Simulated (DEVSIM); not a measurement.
System: Ti/SiO2/n-Si capacitor, at 300 K.

Layer 1 from the left is SiO2, thickness (nm) 19.0. Layer 2 from the left is Si, thickness (nm) 16000, Nd (cm⁻³) 1.3e15.

Metal gate on the left, work function 4.33 eV. Fixed charge at the semiconductor interface -1.29e12 cm⁻² (in units of +e); interface traps 2.6e12 cm⁻² eV⁻¹, uniform in energy, neutral level at 0.3 of the gap above the valence band.

This is a model device: material constants are rounded textbook-type values typed into the input, and sizes, dopings and lifetimes were drawn at random. Values at 300 K.

SiO2: gap (eV) 9, affinity (eV) 0.9, permittivity 3.9. Si: gap (eV) 1.124, affinity (eV) 4.05, permittivity 11.7, Nc (cm⁻³) 2.86e19, Nv (cm⁻³) 3.1e19.

Simulated with DEVSIM: 1D Poisson equation in equilibrium, Boltzmann statistics, complete ionisation; no quantum confinement or tunnelling. Metal contacts follow the ideal Schottky-Mott rule: no Fermi-level pinning, no interface dipoles.

### Question
What does the simulation give for the minimum of the low-frequency capacitance, the flat-band voltage?

### Answer
minimum of the low-frequency capacitance 0.128 μF/cm²; flat-band voltage 2.37 V.
